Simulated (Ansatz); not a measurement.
The reference is Zr in the hcp (Mg type) structure (space group P6_3/mmc, No. 194; a = 3.182 Å, c = 5.124 Å; relaxed with 0.1 eV smearing). Axes: x lies along a and z along c of the hexagonal cell.

Level of theory: PBEsol, PAW, 420 eV (Ansatz, a first-principles code; without spin-orbit coupling).

For the base:

```
Quantity                         Value
-----------------------------  -------
Band gap                          zero
Shortest interatomic distance  3.153 Å
Pressure                       0.0 GPa
```

Modification: the cell is stretched by 0.50 % along z with no lateral relaxation, atoms relaxed at fixed cell.

### Question
How does this affect the band gap?

### Answer
The band gap is still zero.

### Question
What does the calculation give for the energy relative to the base after the change?

### Answer
The energy hardly moves.

### Question
Predict the new shortest interatomic distance.

### Answer
The shortest interatomic distance rises by 0.010 Å (3.153 Å → 3.163 Å).

### Question
Predict the new pressure.

### Answer
The pressure (mean of the normal stresses, compression positive) goes from zero to -0.5 GPa.

The cells carry an imposed strain or load. Stability against distortions was not tested. The final runs are not spin-polarised.
